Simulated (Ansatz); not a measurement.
Start from K$_{2}$S in the anti-fluorite structure (space group Fm-3m, No. 225; a = 7.462 Å).

Calculations: DFT with PBE, PAW potentials and a 420 eV plane-wave cutoff in Ansatz (a program for electronic structure), no spin-orbit coupling.

Strains are applied to the cell and any free atomic positions relax.

One change was made to it. Results:

The pressure goes up by 5.9 kbar to 6.0 kbar; the energy goes up by 1.9 meV/atom; the electron mass stays 0.36 mₑ (at Γ); the mean gap deformation potential ΔEg/Δln V amounts to -2.5 eV.

Question: Name the change that was made.
A) isotropic strain +1.00 %
B) isotropic strain −3.00 %
C) isotropic strain −1.00 %
D) isotropic strain +2.50 %

Answer: C, isotropic strain −1.00 %. For comparison, the pressure in the other runs: isotropic strain +1.00 % gives -5.1 kbar; isotropic strain −3.00 % gives 20.5 kbar; isotropic strain +2.50 % gives -11.5 kbar.

Masses are band curvatures over ±0.01 Å⁻¹ around the edge. No phonon test of stability was made.
